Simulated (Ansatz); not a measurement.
TaN under a change: Bi on a N site, symmetric start

The reference is a 24-atom supercell of TaN in the rock salt structure (space group Fm-3m, No. 225; a = 4.375 Å) at its relaxed geometry.

The change: a neutral Bi on a N site, symmetric start, atoms relaxed at fixed cell.

Computed with DFT with PBEsol, PAW potentials and a 420 eV plane-wave cutoff in Ansatz (a quantum-chemistry and plane-wave program), no spin-orbit coupling, earlier PAW set. Γ-centred 6×5×6 mesh, Fermi–Dirac width 0.05 eV.

The pressure goes from zero to 36.0 GPa and the energy gained by relaxation is 15.36 eV. The largest displacement of a host atom from its site in the perfect cell comes out as 0.33 Å.

The cell is small, so the values are those of an ordered compound at a high defect concentration; dilute-limit values will differ. The defect started on the symmetric site and kept its symmetry, so it may sit on a saddle. The final runs are not spin-polarised. The defect cell is not spin-polarised. This is not the structure that TaN has at room temperature and ambient pressure.
